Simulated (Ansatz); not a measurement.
Functionals compared on a constructed model of the (100) surface of bcc Fe, ferromagnetic, a pseudomorphic layer of Cu in the host's stacking (bottom of the slab: a bare face, its two planes held), in Ansatz (plane waves, PAW). The structure was relaxed with PBE; the other rows are single points on it. Cutoff 420 eV.

Slab: 7 atoms, 9.0 Å thick at the start (thin: gaps and levels are the slab's own); k 13x13x1, smearing 0.1 eV, dipole-corrected; 2 atoms held, the rest relaxed; symmetry of the start imposed; spin-polarised, ending with about 15.0 μB a cell; orders that need a larger cell were not tried, no spin-orbit, no U. It is one candidate, not shown to be the stable structure of the face. These notes are the PBE run's.

```csv
functional,work function of the top face (eV),magnetic moment of the cell (μB),rough cost of the single point
PBE,4.43,15.02,–
RPBE,4.26,15.23,roughly 3 core-minutes
```

Ansatz is a program for electronic structure.
